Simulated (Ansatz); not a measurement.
Space group Fd-3m, origin choice 1 (No. 227); a = 5.676 Å, b = 5.676 Å, c = 5.676 Å, α = 90.00°, β = 90.00°, γ = 90.00°

```csv
atom,site,symmetry,x,y,z
Ge,8b,-43m,0.5000,0.5000,0.5000
```
(The calculation used a cell of 2 atoms; values per cell refer to that cell.)

At this level the gap is small or closed, and a narrow smearing was used.

Question: What linear thermal expansion coefficient does the quasi-harmonic free energy on PBEsol density-functional theory in Ansatz (plane waves, PAW) give at 750 K, and what isobaric heat capacity per mole of formula units and Grüneisen parameter?

Answer: α = 8.5 × 10⁻⁶ K⁻¹; C_P = 25.1 J/(mol K); γ = 0.86. The crystal is held in this phase throughout; melting and phase transitions are not modelled.

Ansatz is an electronic-structure program.
